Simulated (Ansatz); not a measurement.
**A computed series for ZrN: pressure series**

The parent structure is ZrN in the rock salt structure (space group Fm-3m, No. 225).

```yaml
crystal:
  lattice:
    - [0.00000, 2.29761, 2.29761]
    - [2.29761, 0.00000, 2.29761]
    - [2.29761, 2.29761, 0.00000]
  atoms:
    - { symbol: N, position: [0.00000, 0.00000, 0.00000] }
    - { symbol: Zr, position: [0.50000, 0.50000, 0.50000] }
```

Cell and atoms are relaxed at each pressure.

Method: PBE, PAW, 420 eV (Ansatz, a program for electronic structure; no SOC), earlier PAW set.

```
P (GPa)  V (Å³/atom)
-------  -----------
-2.00         12.228
-1.00         12.178
0.89          12.086
2.08          12.030
4.48          11.921
9.00          11.728
15.00         11.495
22.50         11.234
30.00         11.000
```

A third-order Birch–Murnaghan fit to these points gives V₀ = 12.13 Å³/atom, B₀ = 249 GPa and B₀′ = 4.3. At pressure 30 GPa the volume is 90.7 % of V₀.

Load acts through the strain it causes; cell and atoms are relaxed under it. No phonon test of stability was made. No other phases were tried under pressure. All final runs are without spin polarisation. An odd electron count without spin: ZrN.
